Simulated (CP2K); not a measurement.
Worked example: self-consistent single point of TiPd (Pm-3m, 2 atoms in the cell) in CP2K

Method of the run: PBEsol, GPW, DZVP-MOLOPT-SR-GTH basis, GTH-PBE potentials (GTH_POTENTIALS) (CP2K 2026.2).

Input:

```
&GLOBAL
  PROJECT run
  RUN_TYPE ENERGY_FORCE
  PRINT_LEVEL LOW
&END GLOBAL
&FORCE_EVAL
  METHOD Quickstep
  STRESS_TENSOR ANALYTICAL
  &DFT
    BASIS_SET_FILE_NAME BASIS_MOLOPT
    POTENTIAL_FILE_NAME GTH_POTENTIALS
    &QS
      METHOD GPW
      EPS_DEFAULT 1E-10
    &END QS
    &MGRID
      CUTOFF 600
      REL_CUTOFF 40
      NGRIDS 5
    &END MGRID
    &SCF
      SCF_GUESS ATOMIC
      EPS_SCF 1E-6
      MAX_SCF 100
      ADDED_MOS 6
      &DIAGONALIZATION
        ALGORITHM STANDARD
      &END DIAGONALIZATION
      &MIXING
        METHOD BROYDEN_MIXING
        ALPHA 0.2
        NBUFFER 12
        BETA 1
      &END MIXING
      &SMEAR ON
        METHOD MARZARI_VANDERBILT
        SIGMA [eV] 0.1
      &END SMEAR
    &END SCF
    &KPOINTS
      SCHEME MONKHORST-PACK 7 7 7
    &END KPOINTS
    &XC
      &XC_FUNCTIONAL
        &PBE
          PARAMETRIZATION PBESOL
        &END PBE
      &END XC_FUNCTIONAL
    &END XC
    &PRINT
      &MO
        EIGENVALUES T
        OCCUPATION_NUMBERS T
        NDIGITS 8
        FILENAME mo
        &EACH
          QS_SCF 0
        &END EACH
        ADD_LAST NUMERIC
      &END MO
      &MULLIKEN OFF
      &END MULLIKEN
    &END PRINT
  &END DFT
  &SUBSYS
    &CELL
      A 3.14088600 0.00000000 0.00000000
      B 0.00000000 3.14088600 0.00000000
      C 0.00000000 0.00000000 3.14088600
      PERIODIC XYZ
    &END CELL
    &COORD
      SCALED
      Ti       0.50000000     0.50000000     0.50000000
      Pd       0.00000000     0.00000000     0.00000000
    &END COORD
    &KIND Ti
      BASIS_SET DZVP-MOLOPT-SR-GTH-q12
      POTENTIAL GTH-PBE-q12
    &END KIND
    &KIND Pd
      BASIS_SET DZVP-MOLOPT-SR-GTH-q18
      POTENTIAL GTH-PBE-q18
    &END KIND
  &END SUBSYS
  &PRINT
    &FORCES ON
    &END FORCES
    &STRESS_TENSOR ON
    &END STRESS_TENSOR
  &END PRINT
&END FORCE_EVAL
```

Log, with long lists cut:

```
 GLOBAL| Method name                                                        CP2K
 GLOBAL| Project name                                                        run
 GLOBAL| Run type                                                   ENERGY_FORCE

 TOTAL NUMBERS AND MAXIMUM NUMBERS

  Total number of            - Atomic kinds:                                   2
                             - Atoms:                                          2
                             - Shell sets:                                     2
                             - Shells:                                        15
                             - Primitive Cartesian functions:                 12
                             - Cartesian basis functions:                     61
                             - Spherical basis functions:                     51

  Maximum angular momentum of- Orbital basis functions:                        3
                             - Local part of the GTH pseudopotential:          2
                             - Non-local part of the GTH pseudopotential:      4

 SCF PARAMETERS         Density guess:                                    ATOMIC
                        max_scf:                                             100
                        max_diis:                                              4
                        eps_scf:                                        1.00E-06
                        eps_diis:                                       1.00E-01
                        eps_eigval:                                     1.00E-05
                        level_shift [a.u.]:                             0.000000
                        added MOs                                         6    0
                        Mixing method:                            BROYDEN_MIXING
                                                charge density mixing in g-space
                        Smear method:                         MARZARI_VANDERBILT
                        Smearing width (sigma) [a.u.]:                  3.67E-03
                        Accuracy threshold:                             1.00E-10
                        No outer SCF

 Extrapolation method: initial_guess

 Number of electrons:                                                         30
 Number of occupied orbitals:                                                 15
 Number of molecular orbitals:                                                21

 Number of orbital functions:                                                 51
 Number of independent orbital functions:                                     51

 SCF WAVEFUNCTION OPTIMIZATION

  Step     Update method      Time    Convergence         Total energy    Change
     1 NoMix/Diag. 0.20E+00      -     1.69432199      -185.8710671019 -1.86E+02
     2 Broy./Diag. 0.20E+00      -     0.96036719      -190.3825379710 -4.51E+00
     3 Broy./Diag. 0.20E+00      -     0.05852012      -187.0640896212  3.32E+00
     4 Broy./Diag. 0.20E+00      -     0.13232500      -186.1225473309  9.42E-01
     5 Broy./Diag. 0.20E+00      -     0.06417340      -185.2190007749  9.04E-01
     6 Broy./Diag. 0.20E+00      -     0.00893159      -185.1490077308  7.00E-02
     7 Broy./Diag. 0.20E+00      -     0.02093823      -185.1898113965 -4.08E-02
   [... 2 lines left out ...]
    10 Broy./Diag. 0.20E+00      -     0.00094544      -185.2568940151 -6.69E-04
    11 Broy./Diag. 0.20E+00      -     0.00008002      -185.2519478704  4.95E-03
    12 Broy./Diag. 0.20E+00      -     0.00001192      -185.2521754731 -2.28E-04
    13 Broy./Diag. 0.20E+00      -     0.00001412      -185.2523238111 -1.48E-04
    14 Broy./Diag. 0.20E+00      -     0.00000034      -185.2524419623 -1.18E-04

  *** SCF run converged in    14 steps ***

  Electronic density on regular grids:        -30.0000000010       -0.0000000010
  Core density on regular grids:               29.9999999989       -0.0000000011
  Total charge density on r-space grids:       -0.0000000021
  Total charge density g-space grids:          -0.0000000021

  Overlap energy of the core charge distribution:               0.00000000000000
  Self energy of the core charge distribution:               -329.82276809710942
  Core Hamiltonian energy:                                     79.62378228646531
  Hartree energy:                                              84.63439387692389
  Exchange-correlation energy:                                -19.68772949432752
  Smearing free energy correction:                             -0.00012053433720
  Fermi energy:                                                 0.51039938885975

  Total energy:                                              -185.25244196228681

 ENERGY| Total FORCE_EVAL ( QS ) energy [hartree]           -185.252455332734343

 FORCES| Atomic forces [hartree/bohr]
 FORCES|   Atom     x               y               z               |f|
 FORCES|      1  3.82352970E-10  3.82349736E-10  3.82348366E-10   6.62250245E-10
 FORCES|      2 -3.73595137E-10 -3.73583965E-10 -3.73551882E-10   6.47054336E-10
 FORCES| Sum     8.75783318E-12  8.76577131E-12  8.79648418E-12
 FORCES| Total atomic force                                       1.51959377E-11

 STRESS| Analytical stress tensor [bar]
 STRESS|                        x                   y                   z
 STRESS|      x       -6.19808210949E+03  -1.72989965552E-04  -1.72997534541E-04
 STRESS|      y       -1.72989965552E-04  -6.19808210961E+03  -1.72997731939E-04
 STRESS|      z       -1.72997534541E-04  -1.72997731939E-04  -6.19808210973E+03
 STRESS| 1/3 Trace                                            -6.19808210961E+03
```

The run converged in 14 iterations.

The starting cell comes from a database of published, mostly measured structures (it also holds non-ambient and calculated ones), without a prior relaxation at this level. Its lattice was rescaled by a random factor within 2.5 % of one. Spin polarisation is off. Values carry the incompleteness of an atom-centred basis. The potentials were made for another functional than the one used.

Cost on one core of a shared machine: roughly 60 s.
